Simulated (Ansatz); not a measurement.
Defect migration in monoclinic HfO2 strained by -1.5 % along x and y, z held: interstitial H, charge state +1. Method: PBE, PAW (plane waves to 420 eV; Ansatz, an electronic-structure program).

Settings: 96 host sites, the strained lattice (strain from the relaxed PBE one, atoms relaxed), the Γ point alone, smearing 0.01 eV, spin-restricted, no image-charge correction. No zero-point or tunnelling terms. Spin-orbit coupling is left out. The charge state is imposed; whether it is stable for some Fermi level was not computed. Sites that were not tried may lie lower. The start lies 0.044 eV above the lowest site run (PBE).

Barriers: single points on a 2×2×2 k-point mesh shifted by half a step at the bands' geometries.

The step: one H atom jumps by itself. Atoms about the jump, Cartesian Å from the middle of the jump, before and after:

```
atom     x0     y0     z0     x1     y1     z1
----  -----  -----  -----  -----  -----  -----
H1     0.26   0.80   0.49  -0.26  -0.80  -0.49
O2    -0.34   1.53   0.76  -0.48   1.67   0.80
O3     0.48  -1.67  -0.80   0.34  -1.53  -0.76
O4    -0.02   0.89  -1.83  -0.02   0.85  -1.81
O5     0.02  -0.85   1.81   0.02  -0.89   1.83
Hf6   -1.78   0.14   1.61  -1.69   0.23   1.58
Hf7    1.69  -0.23  -1.58   1.78  -0.14  -1.61
O8     2.26   1.25  -0.12   2.30   1.27  -0.13
O9    -2.30  -1.27   0.13  -2.26  -1.25   0.12
Hf10  -1.23   2.38  -1.15  -1.22   2.35  -1.09
Hf11   1.22  -2.35   1.09   1.23  -2.38   1.15
O12   -2.73   1.24  -0.08  -2.81   1.24  -0.10
O13    2.81  -1.24   0.10   2.73  -1.24   0.08
Hf14   1.33   2.87   1.12   1.22   2.79   1.10
Hf15  -1.22  -2.79  -1.10  -1.33  -2.87  -1.12
O16    1.85   1.35   2.51   1.84   1.32   2.51
O17   -1.84  -1.32  -2.51  -1.85  -1.35  -2.51
O18   -0.93   0.90   3.41  -0.92   0.89   3.44
O19    0.92  -0.89  -3.44   0.93  -0.90  -3.41
O20    0.48   3.46  -0.76   0.47   3.46  -0.80
O21   -0.47  -3.46   0.80  -0.48  -3.46   0.76
```

**Question.** Give the saddle-point geometry and the barrier.

**Answer.** 
| atom | x | y | z |
|---|---|---|---|
| H1 | 0.00 | 0.01 | 0.00 |
| O2 | -0.25 | 1.16 | 0.50 |
| O3 | 0.25 | -1.15 | -0.51 |
| O4 | 0.10 | 1.07 | -2.05 |
| O5 | -0.10 | -1.06 | 2.04 |
| Hf6 | -1.74 | 0.17 | 1.60 |
| Hf7 | 1.74 | -0.16 | -1.61 |
| O8 | 2.35 | 1.27 | -0.16 |
| O9 | -2.35 | -1.26 | 0.15 |
| Hf10 | -1.22 | 2.32 | -1.16 |
| Hf11 | 1.22 | -2.31 | 1.15 |
| O12 | -2.75 | 1.27 | -0.10 |
| O13 | 2.75 | -1.26 | 0.09 |
| Hf14 | 1.24 | 2.74 | 1.08 |
| Hf15 | -1.24 | -2.74 | -1.09 |
| O16 | 1.85 | 1.30 | 2.48 |
| O17 | -1.85 | -1.29 | -2.49 |
| O18 | -0.83 | 1.05 | 3.28 |
| O19 | 0.83 | -1.04 | -3.28 |
| O20 | 0.40 | 3.49 | -0.71 |
| O21 | -0.40 | -3.48 | 0.70 |
It lies 0.87 eV above the start and 0.87 eV above the end. The saddle point's order was not checked, and it lies on a symmetry element of the cell, where a band can be held.
